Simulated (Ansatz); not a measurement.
Structures of equal composition on the (111)B surface of zinc-blende AlP (P plane on top): 2x2 In adatom at H3; 2x2 In adatom at T4. The slabs share one bottom face, and each structure is named by its start. These are constructed structures in small cells; real faces may alloy, dewet or reconstruct in larger ones, and not all known structures of the face are among them. Slabs of about 17 Å with all that they carry, Fermi-Dirac smearing of 0.025 eV. Bottom of the slabs: H caps. Relaxed from the named starts with such symmetry as they have, on meshes of like density; energies extrapolated to zero smearing; no spin-orbit coupling, no U. Spin-polarised runs, if any, are marked in brackets, and their order is one that fits the cell; the others ran without spin. Where a second, spin-polarised start was run, the lower counts.

Host crystal: zinc-blende AlP, with a band gap (PBE, scalar-relativistic without spin-orbit coupling).

Level of theory: PBE (plane waves to 420 eV, PAW; Ansatz, a program for electronic structure).

Task: Put the candidates in order of energy per 1x1 cell, lowest first, for PBE.

Result: 2x2 In adatom at H3 (0.000 eV, gap 0.71 eV on the mesh), 2x2 In adatom at T4 (0.053 eV, gap 0.56 eV on the mesh)
